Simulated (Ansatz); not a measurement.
## PBE against PBEsol: hypothetical diamond Cu, 3 layers

Base system: Cu in the diamond structure (space group Fd-3m, No. 227; a = 5.3514 Å; a hypothetical phase, not in the database extracts checked). Axes: x, y, z lie along the cube axes.

(Cell as relaxed with PBE.)

Levels (all Ansatz, a quantum-chemistry and plane-wave program, PAW): PBE (420 eV, scalar-relativistic without spin-orbit coupling); PBEsol (420 eV, no SOC).

Each level relaxes its own structure.

| base | PBE | PBEsol |
|---|---|---|
| volume per atom | 19.16 Å³ | 17.89 Å³ |
| lattice parameter a | 10.113 bohr | 9.885 bohr |
| band gap | zero | zero |

Now apply this change: a free-standing slab of 3 layers (6 atoms, 2 a layer) is cut normal to [110], with 15 Å of vacuum and the in-plane cell held at bulk.

```tsv
quantity	PBE	PBEsol
shortest interatomic distance	4.372 bohr	4.291 bohr
excess energy per area of both faces (slab less bulk energy over the cell's area: twice a surface energy) (uncertain by up to 0.05 J/m²)	1.24 J/m²	1.64 J/m²
band gap	zero	zero
```

PBE's shortest interatomic distance lies 0.081 bohr above PBEsol's (1.9 %); PBE's excess energy per area of both faces lies 0.391 J/m² below PBEsol's; the two agree on the band gap. Neither level is exact; PBEsol is the comparison here, not a measurement.

Slab and bulk use different k-meshes, which limits the precision of the excess energy. No phonon test of stability was made. All final runs are without spin polarisation.
